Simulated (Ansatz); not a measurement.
The reference is SiO₂ (space group P3_121, No. 152; a = 4.9494 Å, c = 5.4419 Å).

Calculations: PBEsol in Ansatz (plane waves to 420 eV, PAW, no SOC).

Before the change:

The density is 2.59 g/cm³ and the band gap is 5.72 eV. The smallest direct gap comes out as 6.03 eV.

It is then changed as follows: hydrostatic tension (pressure −1 GPa).

Problem. How does this affect the density, band gap and smallest direct gap?

Solution. The density drops by 0.09 g/cm³ (2.59 g/cm³ → 2.50 g/cm³); the band gap shrinks by 0.08 eV, from 5.72 eV to 5.64 eV; the smallest direct gap drops by 0.055 eV to 5.98 eV.

Load acts through the strain it causes; cell and atoms are relaxed under it. Stability against distortions was not tested.

Ansatz is a program for electronic structure.
